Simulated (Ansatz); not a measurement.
## KBr under a change: Br on a K site (antisite), symmetric start

Take a 16-atom supercell of KBr in the rock salt structure (space group Fm-3m, No. 225; a = 6.705 Å) at its relaxed geometry as the base.

Now apply this change: one K atom is replaced by Br, atoms relaxed at fixed cell.

All numbers come from Ansatz (a program for electronic structure) PBE, without spin-orbit coupling. Settings: 3×3×3 k-points, 0.01 eV Fermi–Dirac smearing.

```csv
quantity,base,changed,shift
energy gained by relaxation,–,0.03 eV,–
mean distance from the defect site to its nearest host atoms,3.35 Å,3.42 Å,+0.07 Å
```

Final structure:

```
K7Br9
1.0
    0.00000     6.70523     6.70523
    6.70523     0.00000     6.70523
    6.70523     6.70523     0.00000
Br K
9 7
Direct
  0.00000   0.00000   0.00000
  0.99483   0.99483   0.50517
  0.99483   0.50517   0.99483
  0.99483   0.50517   0.50517
  0.50517   0.99483   0.99483
  0.50517   0.99483   0.50517
  0.50517   0.50517   0.99483
  0.50000   0.50000   0.50000
  0.25000   0.25000   0.25000
  0.25000   0.25000   0.75000
  0.25000   0.75000   0.25000
  0.25000   0.75000   0.75000
  0.75000   0.25000   0.25000
  0.75000   0.25000   0.75000
  0.75000   0.75000   0.25000
  0.75000   0.75000   0.75000
```

Other magnetic orders, which the real material may have, were not ruled out. In so small a cell the defect repeats every few ångströms: this is an ordered compound, not a dilute defect. A case with no gap was solved on a k-mesh chosen for an insulator, which is coarse for it. The defect started on the symmetric site and kept its symmetry, so it may sit on a saddle. The defect cell is spin-polarised and ends with 2.0 μB.
